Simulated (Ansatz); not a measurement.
Ti interstitial in beta Si3N4 (start: void with 6N6Si nearest; 84-site cell, 2×2×2 shifted sampling). Calculation: PBE, PAW (plane waves to 420 eV; Ansatz, an electronic-structure program). Total energies of the localised charge states, counted from that of charge +2, and their image corrections (point charge with alignment); the host's valence-band maximum lies at 8.028 eV on the cells' energy zero and its gap is 4.25 eV.

```tsv
charge	moment (μB)	E − E(first) (eV)	correction (eV)
+2	2.0	0.000	1.537
+1	3.0	10.740	0.544
0	2.0	22.904	0.000
```

Q: Derive the transition levels above the valence-band maximum and say which of them are thermodynamic.

A: A level is the Fermi energy at which two charges have equal formation energy: ε(q/q′) = [E(q′) + corr(q′) − E(q) − corr(q)] / (q − q′) − E_VBM.
ε(+2/+1) = [(10.740 + 0.544) − (0.000 + 1.537)] / 1 − 8.028 = 1.72 eV
ε(+1/0) = [(22.904 + 0.000) − (10.740 + 0.544)] / 1 − 8.028 = 3.59 eV
Thermodynamic levels at least 0.1 eV inside the gap: (+2/+1) at 1.72 eV; (+1/0) at 3.59 eV. Corrections reach 1.54 eV, so the outer levels may be off by several tenths of an eV. Only the charges listed were compared. Charge +3 has its level within 0.1 eV of a band edge or past it. The geometries come from one start. Flagged in the runs: a doubtful potential alignment, a host whose relaxation on this sampling wasn't shown to rest, a strain field that reaches the edge of the cell.
